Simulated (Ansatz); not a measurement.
Take TiC in the rock salt structure (space group Fm-3m, No. 225; a = 4.293 Å; relaxed with 0.1 eV smearing) as the base. Axes: x, y, z lie along the cube axes.

Method: PBEsol/PAW in Ansatz (an electronic-structure program), no SOC.

For the base:

| Property | Value |
|---|---|
| Shortest interatomic distance | 2.147 Å |

It is then changed as follows: tensile biaxial strain of 3.00 % in the plane normal to [001], as in epitaxy on a mismatched substrate; the out-of-plane cell vector and the atoms relax.

### Question
Predict the new out-of-plane strain, shortest interatomic distance and in-plane stress.

### Answer
The out-of-plane strain is -1.24 %; the shortest interatomic distance decreases by 0.027 Å, from 2.147 Å to 2.120 Å; the mean in-plane stress (compression positive) comes out as -15.8 GPa.

No phonon test of stability was made. The final runs are not spin-polarised.
